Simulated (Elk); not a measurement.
Worked example: self-consistent single point of ZrN (Fm-3m, 2 atoms in the cell) in Elk.

Method of the run: Elk with PBEsol, all-electron FP-LAPW, Elk's shipped species files, default APW+lo basis.

```yaml
crystal:
  lattice:
    - [0.00000, 2.30390, 2.30390]
    - [2.30390, 0.00000, 2.30390]
    - [2.30390, 2.30390, 0.00000]
  atoms:
    - { symbol: Zr, position: [0.50000, 0.50000, 0.50000] }
    - { symbol: N, position: [0.00000, 0.00000, 0.00000] }
```

Reference input (self-consistent single point, DFT, PBEsol, all-electron FP-LAPW, Elk's shipped species files, default APW+lo basis): xctype = 22; rgkmax = 7; stype = 1; swidth = 0.00367493 Ha; ngridk = 12 12 12; rmtscf = 0.93. This run's input differs from it in these lines:

```diff
@@ -7,3 +7,3 @@
 rgkmax
-  7.0
+  5.5
```

The program printed (abridged):

```
│ Self-consistent loop started │
│ Loop number : 1 │
 total energy                :     -3650.73368623
│ Loop number : 2 │
 total energy                :     -3650.85263439
RMS change in Kohn-Sham potential (target) :    1.979059518     (  0.1000000000E-05)
Absolute change in total energy (target)   :   0.1189481566     (  0.1000000000E-03)
│ Loop number : 3 │
 total energy                :     -3650.73933939
RMS change in Kohn-Sham potential (target) :    1.925499167     (  0.1000000000E-05)
Absolute change in total energy (target)   :   0.8355795724E-01 (  0.1000000000E-03)
│ Loop number : 4 │
   [... lines left out ...]
Absolute change in total energy (target)   :   0.4353534132E-04 (  0.1000000000E-03)
│ Loop number : 15 │
 total energy                :     -3651.88685885
RMS change in Kohn-Sham potential (target) :   0.1630615643E-05 (  0.1000000000E-05)
Absolute change in total energy (target)   :   0.3959866035E-04 (  0.1000000000E-03)
│ Loop number : 16 │
 total energy                :     -3651.88686832
RMS change in Kohn-Sham potential (target) :   0.2808832945E-06 (  0.1000000000E-05)
Absolute change in total energy (target)   :   0.4276616892E-06 (  0.1000000000E-03)
Convergence targets achieved

│ Loop number : 17 │

Energies :
 Fermi                       :     0.435495846093
 total energy                :     -3651.88687246

Density of states at Fermi energy :    3.202439557
 (states/Hartree/unit cell)

Estimated indirect band gap :   0.7056286706E-02
 from k-point     51 to k-point     55
Estimated direct band gap   :   0.2216088670E-01
 at k-point     18

Charges :
 core                        :    30.00000000
 valence                     :    17.00000000
 interstitial                :    3.299101814
 muffin-tins (core leakage)
  species :    1 (Zr)
   atom    1                 :    37.59686453     (  0.1053934508E-04)
  species :    2 (N)
   atom    1                 :    6.104033655     (  0.7191952855E-06)
 total in muffin-tins        :    43.70089819
 total calculated charge     :    47.00380073
 total charge                :    47.00000000
 error                       :   0.3800727929E-02

│ Self-consistent loop stopped │
```

The run converged in 17 iterations. The count includes the last loop, which Elk runs after its targets are met. Against the reference run the total energy rises by 604 meV/atom.

The starting cell comes from a database of computed structures (which also holds hypothetical and non-ambient phases and stackings), without a prior relaxation at this level. Its lattice was rescaled by a random factor within 2.5 % of one. Values depend on the basis (sphere radii, cutoffs, local orbitals), which need not be converged. The log's line on a gap gives a spacing of levels on this mesh, which the program prints for metals too.
